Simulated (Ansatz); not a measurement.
The reference is Al in the fcc (Cu type) structure (space group Fm-3m, No. 225; a = 4.0155 Å; relaxed with 0.1 eV smearing).

The values are results of PBEsol/PAW in Ansatz (an electronic-structure program), without spin-orbit coupling, not measurements.

For the base:

* **Pressure**: 0.0 GPa

One thing is altered: every lattice vector is stretched by 2.00 %; the atoms relax in the strained cell.

Q: Estimate the effect on the energy relative to the base.

A: The energy grows by 14 meV/atom.

Q: Estimate the effect on the pressure.

A: The pressure goes from zero to -4.3 GPa.

Stability against distortions was not tested.
